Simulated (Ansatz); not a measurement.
The reference is GaN in the wurtzite structure (space group P6_3mc, No. 186; a = 3.183 Å, c = 5.185 Å).

Perturbation: cell and atoms relaxed at a pressure of 9 GPa.

Levels (all Ansatz, an electronic-structure program, PAW): PBEsol (420 eV, no spin-orbit coupling); r2SCAN (500 eV, no spin-orbit coupling); HSE06 (420 eV, no spin-orbit coupling).

One geometry, relaxed with PBEsol, under each level:

```json
[
 {"level": "PBEsol", "band gap": "2.16 eV", "lowest conduction level above the VBM at special points": "Γ 2.16 eV; L 4.43 eV; A 4.48 eV; K 4.98 eV", "electron mass": "0.18 mₑ along c, 0.19 mₑ across (at Γ)", "pressure": "9.00 GPa"},
 {"level": "r2SCAN", "band gap": "2.65 eV", "lowest conduction level above the VBM at special points": "Γ 2.65 eV; L 5.04 eV; A 5.08 eV; K 5.58 eV", "electron mass": "0.19 mₑ along c, 0.21 mₑ across (at Γ)", "pressure": "9.37 GPa"},
 {"level": "HSE06", "band gap": "3.52 eV", "lowest conduction level above the VBM at special points": "Γ 3.52 eV; L 5.84 eV; A 6.00 eV", "electron mass": "–", "pressure": "–"}
]
```

Single points use the geometry relaxed with PBEsol. Their cutoffs differ, which shifts pressures a little. Load acts through the strain it causes; cell and atoms are relaxed under it. Masses are band curvatures over ±0.01 Å⁻¹ around the edge. Whether these cells are dynamically stable was not tested. Tetrahedral semiconductors of this kind turn to denser phases somewhere between about 1 and 50 GPa; those were not computed, so compressed cells here can lie past the real transition.
